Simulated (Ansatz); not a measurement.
# Effect of tensor shear ε_xz = −0.69 % on MgO

The reference is MgO in the rock salt structure (space group Fm-3m, No. 225; a = 4.2044 Å). Axes: x, y, z lie along the cube axes.

The change: tensor shear ε_xz = −0.69 % (engineering shear γ = -0.0138); the atoms relax in the strained cell.

Computed with r2SCAN (Ansatz, a first-principles code; PAW; 500 eV plane waves; no spin-orbit coupling). k-mesh 13×13×13 (Γ-centred); smearing 0.05 eV (Fermi–Dirac).

- Shortest interatomic distance: 2.102 Å (base 2.102 Å)
- Energy relative to the base (free energy F): +0.9 meV/atom
- Pressure (mean of the normal stresses, compression positive): 0.2 kbar (base 0.1 kbar)
- Band gap: 5.63 eV (base 5.68 eV)
- Gap character: direct at Γ (base direct at Γ)
- Valence-band top at Γ (three highest levels, from the VBM): 0.00, -0.05, -0.11 eV (base 0.00, 0.00, 0.00 eV)
- Stress (xx, yy, zz, yz, xz, xy; compression positive): (0.03, -0.01, 0.03, 0.00, 2.16, 0.00) GPa

Final structure:

```
CELL_PARAMETERS angstrom
     -0.01451     2.10219     2.10219
      2.08768     0.00000     2.08768
      2.10219     2.10219    -0.01451
ATOMIC_POSITIONS crystal
  O  0.00000 0.00000 0.00000
  Mg 0.50000 0.50000 0.50000
```

No phonon test of stability was made. k-point labels follow each cell's own Brillouin zone.
